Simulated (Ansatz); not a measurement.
Band structure of Tc3Pd (P-6m2, 4 atoms in the cell).

```yaml
crystal:
  lattice:
    - [2.68894, 0.00000, 0.00000]
    - [-1.34447, 2.32869, 0.00000]
    - [0.00000, 0.00000, 8.75923]
  atoms:
    - { symbol: Tc, position: [0.00000, 0.00000, 0.00000] }
    - { symbol: Tc, position: [0.33333, 0.66667, 0.75574] }
    - { symbol: Tc, position: [0.33333, 0.66667, 0.24426] }
    - { symbol: Pd, position: [0.00000, 0.00000, 0.50000] }
```

Method: PBEsol, PAW files (plane waves; Ansatz, a quantum-chemistry and plane-wave program).

Settings: kpoints.mp_grid.grid = 14 14 4; hamiltonian.xc = pbesol; hamiltonian.pseudopotentials = {kind: paw} (the program's default PAW files); scf.occupations.method = gaussian; scf.occupations.width = 0.136 eV; kpoints.band_path.npoints = 8.

The starting cell comes from a database of computed structures (which also holds hypothetical and non-ambient phases and stackings), without a prior relaxation at this level. Its lattice was rescaled by a random factor within 2.5 % of one. Spin polarisation is off.

Levels in eV from the Fermi level, bands 29 to 36:
```
point     29     30     31     32     33     34    35    36
-----  -----  -----  -----  -----  -----  -----  ----  ----
Γ      -1.82  -1.45  -1.45  -1.25  -1.25   0.63  0.63  1.18
M      -0.61   0.06   0.46   1.16   2.75   3.08  3.17  3.34
K      -1.47  -0.97  -0.15  -0.04   1.64   1.94  2.20  2.63
A      -1.63  -1.63  -1.04  -1.04  -0.82  -0.24  0.41  0.41
L      -0.56   0.75   0.90   1.09   2.31   2.60  3.18  3.34
H      -1.43  -0.67  -0.02   0.09   1.23   1.84  2.05  2.66
```

Bands cross the Fermi level along this path, so the cell is metallic at this level.

Keys are those of Ansatz 0.2.
